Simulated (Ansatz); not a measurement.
Consider the following.

```xyz
3
Lattice="3.9329 0.0000 0.0000 1.9665 3.4060 0.0000 1.9665 -1.1353 3.1748" Properties=species:S:1:pos:R:3 pbc="T T T"
Hg     0.0000     0.0000     0.0000
F      3.9329     0.0000     2.3819
F      3.9329     2.2707     0.7930
```

No spin polarisation.

Computed with PBEsol/PAW in Ansatz (a first-principles code), no spin-orbit coupling. Settings: 10×10×10 k-points, 0.05 eV Fermi–Dirac smearing.

Q: Predict the gap character and pressure.

A: The gap character comes out as direct at Γ and the pressure (mean of the normal stresses, compression positive) comes out as -0.10 GPa.

Spin-orbit coupling, missing from the scalar runs, can matter with Hg. The cells carry an imposed strain or load. Whether these cells are dynamically stable was not tested. The cell was made from HgF$_{2}$ in the fluorite structure (space group Fm-3m, No. 225) by this change: biaxial strain +0.42 %, plane normal [111], relaxed out of plane.
